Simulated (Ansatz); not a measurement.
Several settings converged on the (100) slab of HfN (cut from a parent of space group no. 225; 8 atoms in the cell)

```
HfN
1.0
    3.18014     0.00000     0.00000
   -3.18014     3.18014     0.00000
    0.00000     0.00000    20.74601
Hf N
4 4
Direct
  0.00000   0.00000   0.44581
  0.00000   0.50000   0.33741
  0.00000   0.00000   0.66259
  0.00000   0.50000   0.55420
  0.00000   0.00000   0.33741
  0.00000   0.50000   0.44581
  0.00000   0.00000   0.55420
  0.00000   0.50000   0.66259
```

Base method: PBEsol, default PAW files made with PBE (plane waves; Ansatz, a quantum-chemistry and plane-wave program).

Base settings: basis.ecutwfc = 420 eV; kpoints.mp_grid.grid = 13 13 1; hamiltonian.xc = pbesol; hamiltonian.pseudopotentials = {kind: paw} (the program's default PAW files); scf.occupations.method = fermi_dirac; scf.occupations.width = 0.1 eV.

The count of work is k-points × plane waves × bands × iterations; it is no time. 

**The plane-wave cutoff**

The mesh stays at the base's, so the ladder's end is converged at best in this setting alone.

Only quantities that move along the ladder and can be compared are tabulated.

| basis.ecutwfc | free energy less the last step's (meV/atom) | largest difference of a force vector from the last step's (eV/Å) | count of work / last |
|---|---|---|---|
| 210 eV | 3314.34 | 0.247 | 0.13 |
| 250 eV | 995.25 | 0.032 | 0.18 |
| 295 eV | 221.60 | 0.005 | 0.21 |
| 355 eV | 35.85 | 0.005 | 0.27 |
| 420 eV | 3.74 | 0.003 | 0.35 |
| 505 eV | 0.66 | 0.000 | 0.46 |
| 630 eV | 0.28 | 0.000 | 0.65 |
| 840 eV | 0.00 | 0.000 | 1.0 |

Coarsest basis.ecutwfc that holds the forces within 0.02 eV/Å of the last step, with all finer ones: 295 eV, at 0.21 of the last step's count of work; the step before is off by 0.032 eV/Å.

Coarsest basis.ecutwfc that holds the free energy within 5 meV/atom of the last step, with all finer ones: 420 eV, at 0.35 of the last step's count of work; the step before is off by 36 meV/atom.

**The depth of the relaxed slab**

On a (100) slab of HfN (cut from a parent of space group no. 225; 4 atoms in the cell), and deeper slabs.

In this ladder: relax = atoms; relax.f_tol = 0.02 eV/Å.

Surface energy = (E_slab − N e_bulk)/2A, with e_bulk from the bulk crystal on its finest mesh (455 k-points); errors per atom of slab and bulk, whose meshes differ, grow with N.

The mesh stays at the base's, so the ladder's end is converged at best in this setting alone.

Only quantities that move along the ladder and can be compared are tabulated.

| atoms | surface energy (J/m²) | relaxation steps |
|---|---|---|
| 4 | 1.721 | 4 |
| 12 | 1.659 | 5 |
| 16 | 1.667 | 5 |
| 20 | 1.681 | 5 |

Smallest size that holds the surface energy within 0.02 J/m²: not settled: the last two steps still differ by 0.014 J/m², over half the tolerance, so the ladder does not show it.

On the base run: the starting cell has typed, rounded lattice constants, without a prior relaxation at this level. The slab is cut from that crystal, and its faces are unrelaxed. Its lattice was rescaled by up to half a per cent. Spin polarisation is off, though cut faces can carry moments; the slab shows no gap. In the base run, forces exceed 1 eV/Å.

Keys are those of Ansatz 0.2.
